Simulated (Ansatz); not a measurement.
Given:

```
CELL_PARAMETERS angstrom
      3.75276     0.02755     0.02506
     -1.85253     3.26902     0.01215
      0.04081     0.04642     6.26644
ATOMIC_POSITIONS crystal
  Sn 0.00000 0.00000 0.00000
  Se 0.32666 0.66025 0.25414
  Se 0.67334 0.33975 0.74586
```

No spin polarisation.

The values are results of r2SCAN+rVV10, PAW, 500 eV (Ansatz, a program for electronic structure; spin-orbit coupling left out), not measurements. Settings: 10×10×6 k-points, 0.05 eV Fermi–Dirac smearing.

Q: Predict the gap character, pressure, smallest direct gap and band gap.

A: 
* **Gap character**: indirect, U₂–Γ (71 % along) → k = (-1/2, -1/2, 1/3) in the run's primitive reciprocal basis
* **Pressure (mean of the normal stresses, compression positive)**: 1.46 GPa
* **Smallest direct gap**: 1.46 eV
* **Band gap**: 0.79 eV

The cells carry an imposed strain or load. No phonon test of stability was made. The cell was made from SnSe₂ in the CdI2 type structure (space group P-3m1, No. 164; layered, stacked along the Cartesian z axis) by this change: strain tensor (xx, yy, zz, yz, xz, xy) = (−1.91, −0.92, +0.57, +0.75, +0.66, +0.72) %.
